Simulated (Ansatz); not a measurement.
Start from Hf in the hcp (Mg type) structure (space group P6_3/mmc, No. 194; relaxed with 0.1 eV smearing).

```yaml
crystal:
  lattice:
    - [3.19829, 0.00000, 0.00000]
    - [-1.59915, 2.76980, 0.00000]
    - [0.00000, 0.00000, 5.04882]
  atoms:
    - { symbol: Hf, position: [0.33333, 0.66667, 0.75000] }
    - { symbol: Hf, position: [0.66667, 0.33333, 0.25000] }
```

Cartesian axes are those of the cell as printed.

Computed with r2SCAN (Ansatz, an electronic-structure program), spin-orbit coupling left out.

Base values:

Volume per atom: 22.36 Å³
Pressure: 0.0 GPa

The change: compressive biaxial strain of 4.54 % in the plane normal to [001], as in epitaxy on a mismatched substrate; the out-of-plane cell vector and the atoms relax.

### Question
What happens to the volume per atom and pressure?

### Answer
The volume per atom falls by 1.34 Å³, from 22.36 Å³ to 21.02 Å³; the pressure (mean of the normal stresses, compression positive) goes from zero to 7.5 GPa.

No phonon test of stability was made. The final runs are not spin-polarised.
